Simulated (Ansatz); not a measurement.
CrCuO2, response to strain and stress

Base system: CrCuO2 (space group R-3m, No. 166; a = 2.9638 Å, c = 16.9204 Å (hexagonal axes); ferromagnetic). Axes: x lies along a and z along c of the hexagonal cell.

Strains are applied to the cell and any free atomic positions relax; under stress the whole cell relaxes.

All numbers come from PBEsol/PAW in Ansatz (a first-principles code), no SOC.

Candidates:
(a) uniaxial stress, 3 GPa compression along x
(b) isotropic strain −2.53 %
(c) uniaxial stress, 2 GPa compression along x
(d) uniaxial stress, 5 GPa tension along x

Notes on the quantities. energy relative to the base: free energy F.

Q: Order them by energy relative to the base, lowest first.

A: (c) uniaxial stress, 2 GPa compression along x (+0.7 meV/atom), (a) uniaxial stress, 3 GPa compression along x (+1.5 meV/atom), (d) uniaxial stress, 5 GPa tension along x (+4.4 meV/atom), (b) isotropic strain −2.53 % (+40 meV/atom)

Stability under load was not tested beyond the relaxation. No Hubbard U is applied and the magnetic state is the run's own (CrCuO2 ferromagnetic); small cells can't hold the antiferromagnetic order that many such compounds have, so gaps and moments can be off.
